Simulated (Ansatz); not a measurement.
Base system: Mg (space group R-3m, No. 166; a = 3.170 Å, c = 23.333 Å (hexagonal axes); a cell from a computed database, its experimental status unchecked).

All numbers come from PBEsol (Ansatz, an electronic-structure program, PAW, without spin-orbit coupling).

Base values:

```
Property              Result
-------------------  -------
Band gap                zero
Lattice parameter a  3.170 Å
c/a ratio              7.361
```

Modification: every Mg is replaced by Sr; the structure is relaxed again.

Tabulated Pauling electronegativity and covalent radius: Mg 1.31, 1.41 Å; Sr 0.95, 1.95 Å.

What happens to the band gap, lattice parameter a and c/a ratio?

The band gap is still zero; the lattice parameter a increases by 1.019 Å (3.170 Å → 4.189 Å); the c/a ratio rises by 0.018 to 7.379.

No phonon test of stability was made. As relaxed here, Sr is a hypothetical phase, not in the database extracts checked. This is not the structure that Mg has at room temperature and ambient pressure.
